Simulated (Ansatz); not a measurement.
The parent structure is GaN in the zinc blende structure (space group F-43m, No. 216; a = 4.4983 Å).

Calculations: plane-wave PAW DFT at the PBEsol level (Ansatz, a program for electronic structure, 420 eV), no spin-orbit coupling, earlier PAW set.

One change was made to it. Results:

The band gap rises by 1.29 eV (1.70 eV → 2.99 eV); the volume per atom decreases by 2.11 Å³ (11.38 Å³ → 9.27 Å³).

Q: Name the change that was made.
A. pressure 4.2 GPa
B. pressure 18 GPa
C. pressure 30 GPa
D. pressure 60 GPa

A: D, pressure 60 GPa. For comparison, the band gap in the other runs: pressure 30 GPa gives 2.48 eV; pressure 18 GPa gives 2.21 eV; pressure 4.2 GPa gives 1.84 eV.

Load acts through the strain it causes; cell and atoms are relaxed under it. Stability against distortions was not tested. Tetrahedral semiconductors of this kind turn to denser phases somewhere between about 1 and 50 GPa; those were not computed, so compressed cells here can lie past the real transition. This is not the structure that GaN has at room temperature and ambient pressure.
